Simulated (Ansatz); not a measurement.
Ansatz (a program for electronic structure) run on LuAl2 (P1, 6 atoms in the cell): self-consistent single point.

Method: LDA (PW92), PAW files made with PBE (plane waves; Ansatz).

```yaml
crystal:
  lattice:
    - [0.00000, 3.85616, 3.85616]
    - [3.85616, 0.00000, 3.85616]
    - [3.85616, 3.85616, 0.00000]
  atoms:
    - { symbol: Lu, position: [0.50769, 0.49509, 0.50136] }
    - { symbol: Lu, position: [0.74196, 0.75657, 0.75052] }
    - { symbol: Al, position: [0.11692, 0.14057, 0.11653] }
    - { symbol: Al, position: [0.62624, 0.12274, 0.13140] }
    - { symbol: Al, position: [0.12081, 0.12433, 0.63640] }
    - { symbol: Al, position: [0.13638, 0.61070, 0.11378] }
```

Reference input (self-consistent single point, DFT, LDA (PW92), plane waves, PAW files made with PBE): kpoints.mp_grid.grid = 4 4 4; hamiltonian.xc = lda; hamiltonian.pseudopotentials = {kind: paw} (the program's default PAW files); scf.occupations.method = fermi_dirac; scf.occupations.width = 0.05 eV. This run's input differs from it in these lines:

Ansatz 0.2 input:
```diff
@@ -13,3 +13,3 @@
 kpoints:
-  mp_grid: { grid: [4, 4, 4] }
+  mp_grid: { grid: [6, 6, 6] }
 hamiltonian:
```

Output, abridged:

```
SCF iter   1: F=—  HF=-31041.702832 eV  |F-HF|=—  |Δ(HF+E_count)|=         —  Δρ=2.14e-2  dr2=5.88e-1  ethr=3.10e-3  ⟨swp⟩=9.3  Hψ=22884  notcnv=0  defer=2
all-band conjugate gradients solve this SCF's bands
preconditioner: auto → Kerker (q_TF=auto, 2.462 Å⁻¹)
SCF iter   2: F=—  HF=-31041.494563 eV  |F-HF|=—  |Δ(HF+E_count)|=   2.08e-1  Δρ=1.33e-2  dr2=2.25e-1  ethr=9.49e-4  ⟨swp⟩=3.9  Hψ=9876  notcnv=0  defer=92
   [... lines left out ...]
SCF iter   7: F=—  HF=-31041.380677 eV  |F-HF|=—  |Δ(HF+E_count)|=   1.33e-4  Δρ=1.01e-4  dr2=7.66e-6  ethr=1.61e-7  ⟨swp⟩=2.5  Hψ=7749  notcnv=0  defer=88
SCF iter   8: F=—  HF=-31041.380672 eV  |F-HF|=—  |Δ(HF+E_count)|=   5.33e-6  Δρ=5.79e-5  dr2=2.69e-6  ethr=1.23e-8  ⟨swp⟩=3.0  Hψ=10348  notcnv=0  defer=88
SCF iter   9: F=—  HF=-31041.380670 eV  |F-HF|=—  |Δ(HF+E_count)|=   1.81e-6  Δρ=1.35e-5  dr2=2.05e-7  ethr=4.33e-9  ⟨swp⟩=3.7  Hψ=10509  notcnv=0  defer=88
SCF iter  10: F=-31041.380670 eV  HF=-31041.380670 eV  |F-HF|=9.56e-9  |Δ(HF+E_count)|=   5.69e-8  Δρ=3.79e-6  dr2=1.76e-8  ethr=1.61e-10  ⟨swp⟩=14.9  Hψ=30510  notcnv=0
SCF 1 converged in 10 iterations: F = -31041.380670 eV  dr2 = 1.76e-8
Free energy (F): -31041.380670 eV
Internal energy: -31041.354347 eV  (E = F + TS)
E sigma→0 (E₀):  -31041.367508 eV
Entropy (-TS):   -0.026323 eV (-4.387 meV/atom)
Fermi energy:    11.138005 eV
--- Forces (eV/Å), atoms counted from 1 ---
  atom   1  Lu     0.10198887    -0.26095467    -0.03249857
  atom   2  Lu    -0.16010746     0.18428482     0.06727453
  atom   3  Al    -0.17071966     0.44229076    -0.27142539
  atom   4  Al    -0.10365616    -0.01292929    -0.16394430
  atom   5  Al    -0.35531372    -0.27724805     0.16558888
  atom   6  Al     0.68780952    -0.07544752     0.23501111
--- Stress (GPa, compression-positive) ---
       -3.628942       0.059558       0.248281
        0.059558      -3.830048      -0.006820
        0.248281      -0.006820      -3.763292
  P = ⅓ Tr σ = -3.7408 GPa (-37.408 kbar)
  The stress holds the Pulay correction. Without it, at fixed plane waves, as pw.x and ABINIT print it: P = -3.7774 GPa
```

The run converged in 10 iterations. Against the reference run the free energy goes up by 16.5 meV/atom, the pressure goes from -3.46 to -3.74 GPa and the largest force goes from 0.742 to 0.731 eV/Å.

The starting cell comes from a database of computed structures (which also holds hypothetical and non-ambient phases and stackings), without a prior relaxation at this level. Its atoms were displaced at random from the sites of space group no. 227. With a pressure of about -4 GPa the cell is away from its equilibrium volume at this level. Ansatz's pressure includes its estimate of the finite-basis (Pulay) stress.

Cost on one core of a shared machine: roughly 50 s.
